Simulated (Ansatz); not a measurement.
**A computed series for CaSe: response to strain**

Base system: CaSe in the rock salt structure (space group Fm-3m, No. 225; a = 5.958 Å).

Strains are applied to the cell and any free atomic positions relax.

Level of theory: PBE in Ansatz (plane waves to 420 eV, PAW, spin-orbit coupling left out).

Candidates:
(a) isotropic strain +2.00 %
(b) isotropic strain +3.00 %
(c) isotropic strain −2.00 %
(d) isotropic strain +1.00 %
(e) isotropic strain +2.50 %

For the base:

| Quantity | Result |
|---|---|
| Band gap | 2.08 eV |

### Question
Order them by band gap, lowest first.

### Answer
(c) isotropic strain −2.00 % (1.94 eV), (d) isotropic strain +1.00 % (2.15 eV), (a) isotropic strain +2.00 % (2.20 eV), (e) isotropic strain +2.50 % (2.23 eV), (b) isotropic strain +3.00 % (2.25 eV)

Whether these cells are dynamically stable was not tested.

Ansatz is an electronic-structure program.
